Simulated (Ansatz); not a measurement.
The parent structure is GaAs in the zinc blende structure (space group F-43m, No. 216; a = 5.667 Å). Axes: x, y, z lie along the cube axes.

Computed with Ansatz (an electronic-structure program), r2SCAN, PAW, cutoff 500 eV, spin-orbit coupling left out.

For the base:

* **Valence-band top at Γ**: 0.00, 0.00, 0.00 eV
* **Band gap**: 0.96 eV
* **Shortest interatomic distance**: 2.454 Å

One thing is altered: tensor shear ε_yz = −0.83 % (engineering shear γ = -0.0166), atoms relaxed at fixed cell.

### Question
Predict the new valence-band top at Γ, band gap and shortest interatomic distance.

### Answer
The valence-band top at Γ (three highest levels, from the VBM) changes from 0.00, 0.00, 0.00 eV to 0.00, -0.07, -0.13 eV; the band gap decreases by 0.07 eV, from 0.96 eV to 0.89 eV; the shortest interatomic distance falls by 0.0064 Å (2.454 Å → 2.447 Å).

The cells carry an imposed strain or load. Whether these cells are dynamically stable was not tested.
